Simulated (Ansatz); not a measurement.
An Ansatz (a first-principles code) input (Ansatz, PBE, PAW, cutoff 420 eV, without spin-orbit coupling):

Ansatz 0.2 input:
```yaml
crystal:
  lattice:
    - [6.6298484804, 0, 0]
    - [0, 6.6298484804, 0]
    - [0, 0, 3.8612944242]
  atoms:
    - { symbol: Zn, position: [0.3248338617, 0.6751661383, 0] }
    - { symbol: Zn, position: [0.6751661383, 0.3248338617, 0] }
    - { symbol: Zn, position: [0.8248338617, 0.8248338617, 0.5] }
    - { symbol: Zn, position: [0.1751661383, 0.1751661383, 0.5] }
    - { symbol: S, position: [0.3142820599, 0.3142820599, 0] }
    - { symbol: S, position: [0.6857179401, 0.6857179401, 0] }
    - { symbol: S, position: [0.1857179401, 0.8142820599, 0.5] }
    - { symbol: S, position: [0.8142820599, 0.1857179401, 0.5] }
basis: { ecutwfc: 420, ecutrho_ratio: 4, xc_grid: 2, fft_grid_basis: typed }
kpoints: { mp_grid: { grid: [5, 5, 9] } }
hamiltonian:
  xc: pbe
  dispersion: none
  pseudopotentials: { kind: paw }
scf: { occupations: { method: fermi_dirac, width: 0.05 }, convergence: { dr2_threshold: 0.0000000008 } }
output: { forces: true, stress: true }
checkpoint: { write: state.ck, write_every: 1000 }
```

Task: Which symmetry and how many k-points will the program report, and about how many plane waves at Γ?

Result: Space group P42/mnm (ITA 136) with 16 operations, k-points 30 of 225, and 3293 plane waves at Γ.

Whether these cells are dynamically stable was not tested. The cell is ZnS (space group P4_2/mnm, No. 136; a hypothetical phase, not in the database extracts checked).
